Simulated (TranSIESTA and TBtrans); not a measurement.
Junction: Ge chain with one bond stretched by 1.0 Å. Leads: straight Ge chain, spacing 2.4 Å. Geometry: as built, not relaxed. Transport runs along z; the first 6 and the last 6 of the 20 atoms are the lead cells, repeated to infinity.

```xyz
20
Lattice="9.000 0.000 0.000 0.000 9.000 0.000 0.000 0.000 49.000" Properties=species:S:1:pos:R:3 pbc="F F T"
Ge     4.500     4.500     0.000
Ge     4.500     4.500     2.400
Ge     4.500     4.500     4.800
Ge     4.500     4.500     7.200
Ge     4.500     4.500     9.600
Ge     4.500     4.500    12.000
Ge     4.500     4.500    14.400
Ge     4.500     4.500    16.800
Ge     4.500     4.500    19.200
Ge     4.500     4.500    21.600
Ge     4.500     4.500    25.000
Ge     4.500     4.500    27.400
Ge     4.500     4.500    29.800
Ge     4.500     4.500    32.200
Ge     4.500     4.500    34.600
Ge     4.500     4.500    37.000
Ge     4.500     4.500    39.400
Ge     4.500     4.500    41.800
Ge     4.500     4.500    44.200
Ge     4.500     4.500    46.600
```

Run with TranSIESTA and TBtrans (open boundaries, self-consistent; PseudoDojo norm-conserving potentials, scalar-relativistic): PAO.BasisSize DZP, PAO.EnergyShift 0.15 eV, XC.Authors PBE, Mesh.Cutoff 200 Ry, ElectronicTemperature 300 K, TS.Voltage 0.0 eV, TBT.Elecs.Eta 0.001 eV, no spin polarisation.

Energies count from the leads' Fermi level. Transmissions are for one spin of a degenerate pair. The energy step is 0.01 eV; narrower resonances are cut or missed.

```tsv
E (eV)	T
-0.20	1.17
-0.15	1.21
-0.10	1.24
-0.05	1.26
0.00	1.27
0.05	1.28
0.10	1.27
0.15	1.26
0.20	1.24
```

Task: Give the zero-bias conductance in μS and the resistance at 300 K.

Result: At the Fermi level T = 1.27. Averaged with −∂f/∂E over the full grid (kT = 25.9 meV) it is 1.27. With G0 = 2e²/h = 77.48 μS, G = 98.4 μS and R = 1/G = 10.2 kΩ.

Task: The eigenchannels at the Fermi level transmit 0.527, 0.374, 0.374. What Fano factor of the shot noise follows at low temperature and bias?

Result: F = Σ τ(1 − τ)/Σ τ = 0.718/1.27 = 0.56.

The straight chain is held at its spacing; free chains may zigzag or dimerise. No spin-polarised start was tried, so a magnetic state, if there is one, is missed.
